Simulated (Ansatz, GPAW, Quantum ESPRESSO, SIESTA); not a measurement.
**One structure in several programs: a sheet of PtSe2 (3 atoms in the cell)**

Self-consistent single point.

```
CELL_PARAMETERS angstrom
      3.60789     0.00000     0.00000
     -1.80394     3.12452     0.00000
      0.00000     0.00000    16.98204
ATOMIC_POSITIONS crystal
  Pt 0.00000 0.00000 0.50000
  Se 0.33333 0.66667 0.58780
  Se 0.66667 0.33333 0.41220
```

Shared settings, as Ansatz (a program for electronic structure) writes them: kpoints.mp_grid.grid = 4 4 1; scf.occupations.method = gaussian; scf.occupations.width = 0.1 eV. Potentials and cutoffs stand in the table.

```
code                                                                                                                                model  largest force (eV/Å)  gap on the mesh (eV)       cutoff
----------------  -----------------------------------------------------------------------------------------------------------------------  --------------------  --------------------  -----------
Ansatz                                                                                                                     PBE, PAW files                 1.155                 0.792       420 eV
Quantum ESPRESSO                                                                        PBE, SSSP 1.1.2 efficiency (PBE) pseudopotentials                 1.165                 0.788        40 Ry
GPAW                                                                                         PBE, GPAW PAW datasets PBE (gpaw-data 1.0.1)                 1.131                 0.766       600 eV
SIESTA            GGA PBE, numerical atomic orbitals TZP, PseudoDojo PBE standard norm-conserving potentials (rewritten from UPF to PSML)                 0.635                 0.846  grid 300 Ry
```

Gaps are read on the mesh.

On Ansatz's run: spin-orbit coupling is off.

The spread over the programs that give each value: largest force within 0.530 eV/Å; gap on the mesh within 0.080 eV.

SIESTA uses small atom-centred bases, whose incompleteness enters pressures, forces and empty levels differently from a plane-wave cutoff. In the force vectors, SIESTA (by 0.520) lies more than 0.08 eV/Å from the median of the plane-wave programs.

On the base mesh (7 7 1) the same programs gave: Ansatz gap on the mesh 0.937 eV; Quantum ESPRESSO gap on the mesh 0.932 eV; SIESTA gap on the mesh 0.972 eV.

The values differ from the base mesh's, so the mesh still matters here: the table compares the programs at equal settings.

The starting cell was generated: these elements placed on a structure prototype, without a prior relaxation; it need not be a known phase or ordering of this composition. Its lattice was rescaled in the plane by a random factor within 2.5 % of one.

Left out of this page: CP2K (on another mesh); Elk (not drawn, or without a comparable value); FLEUR (with a known weakness of the program).

Keys are those of Ansatz 0.2.
